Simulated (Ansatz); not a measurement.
The reference is Os in the hcp (Mg type) structure (space group P6_3/mmc, No. 194; a = 2.7543 Å, c = 4.3474 Å; relaxed with 0.1 eV smearing). Axes: x lies along a and z along c of the hexagonal cell.

The values are results of Kohn–Sham DFT with the PBE functional, run in Ansatz (a program for electronic structure) with PAW and 420 eV plane waves, spin-orbit coupling left out, not measurements.

For the base:

| Quantity | Result |
|---|---|
| Pressure | 0.0 GPa |

One thing is altered: uniaxial strain ε_xx = −2.50 %, all other strain components held at zero; the atoms relax in the strained cell.

Q: Predict the new energy relative to the base.

A: The energy increases by 22 meV/atom.

Q: What happens to the pressure?

A: The pressure (mean of the normal stresses, compression positive) goes from zero to 10.7 GPa.

Stability against distortions was not tested. The final runs are not spin-polarised.
